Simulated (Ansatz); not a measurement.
Start from SiC (space group P6_3mc, No. 186).

```
SiC
1.0
    3.07808     0.00000     0.00000
   -1.53904     2.66570     0.00000
    0.00000     0.00000    10.07605
Si C
4 4
Cartesian
  0.00000   0.00000   5.04123
  0.00000   0.00000   0.00320
  0.00000   1.77713   2.52148
  1.53904   0.88857   7.55951
  0.00000   0.00000   3.15234
  0.00000   0.00000   8.19037
  0.00000   1.77713   0.62685
  1.53904   0.88857   5.66487
```

Level of theory: PBEsol, PAW, 420 eV (Ansatz, an electronic-structure program; no SOC).

Strains are applied to the cell and any free atomic positions relax.

One change was made to it. Results:

```tsv
quantity	base	after
band gap	2.12 eV	2.10 eV
smallest direct gap	3.24 eV	3.20 eV
pressure (mean of the normal stresses, compression positive)	-0.01 GPa	-13.02 GPa
```

Q: What was done to the base?
A. isotropic strain +1.50 %
B. isotropic strain +2.25 %
C. isotropic strain +3.00 %
D. isotropic strain +0.75 %

A: B, isotropic strain +2.25 %. For comparison, the pressure in the other runs: isotropic strain +1.50 % gives -9.10 GPa; isotropic strain +3.00 % gives -16.55 GPa; isotropic strain +0.75 % gives -4.77 GPa.

Whether these cells are dynamically stable was not tested.
